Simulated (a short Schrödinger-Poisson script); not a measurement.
From a short Schrödinger-Poisson script (our own, NumPy): 1D Poisson equation in equilibrium, electrons quantum, Hartree plus LDA exchange-correlation (BenDaniel-Duke, 40 states a valley, the channel's in-plane mass for all, wave functions free to enter the barrier), parabolic valleys, classical holes, full ionisation, no traps, pinning or gate leakage.

Stack: gated Al0.33Ga0.67N/GaN polarisation-induced gas, at 20 K.

From the gate side: 25 nm Al0.33Ga0.67N; 6000 nm GaN, acceptors 1e15 cm⁻³.

Constants are typed, rounded textbook-type inputs, not results; the design itself was drawn at random and stands for no fabricated device. Al0.33Ga0.67N: permittivity 9.3, conduction-band edge (eV) 0.462, gap (eV) 4.09, electron mass (mₑ) 0.24, Nv at 300 K (cm⁻³) 4.6e19. GaN: permittivity 9.5, conduction-band edge (eV) 0, gap (eV) 3.43, Nv at 300 K (cm⁻³) 4.6e19.

Channel valleys (confinement mass, in-plane density-of-states mass, number): Γ 0.2, 0.2, 1. At the gate the conduction-band edge of layer 1 lies 1.27 eV − eVg above the Fermi level of the channel; the field vanishes at the back. Sheet of polarisation charge: +1.6e13 e/cm² at 25 nm from the gate. The barrier under the gate holds no holes. Gaps are held at their typed values at every temperature. Mesh 0.08 nm at interfaces.

Problem. Give the centroid of the channel electrons at Vg = 0.5 V (nm); the lowest subband against the Fermi level at Vg = 0.5 V (meV); the capacitance at Vg = 0.5 V (μF/cm²).

Solution. centroid of the channel electrons at Vg = 0.5 V (nm): 1.53; lowest subband against the Fermi level at Vg = 0.5 V (meV): -158; capacitance at Vg = 0.5 V (μF/cm²): 0.321.
